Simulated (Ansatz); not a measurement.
The parent structure is HgSe in the zinc blende structure (space group F-43m, No. 216).

```
CELL_PARAMETERS angstrom
      0.00000     3.06660     3.06660
      3.06660     0.00000     3.06660
      3.06660     3.06660     0.00000
ATOMIC_POSITIONS crystal
  Se 0.25000 0.25000 0.25000
  Hg 0.00000 0.00000 0.00000
```

The values are results of PBEsol (Ansatz, a quantum-chemistry and plane-wave program, PAW, without spin-orbit coupling), earlier PAW set, not measurements.

Base values:

```
Property              Result
-------------------  -------
Lattice parameter a  6.133 Å
```

Modification: cell and atoms relaxed at a pressure of 15 GPa.

Task: How does this affect the lattice parameter a?

Result: The lattice parameter a drops by 0.364 Å, from 6.133 Å to 5.769 Å.

A case with no gap was solved on a k-mesh chosen for an insulator, which is coarse for it. Load acts through the strain it causes; cell and atoms are relaxed under it. No phonon test of stability was made. Tetrahedral semiconductors of this kind turn to denser phases somewhere between about 1 and 50 GPa; those were not computed, so compressed cells here can lie past the real transition. The final runs are not spin-polarised.
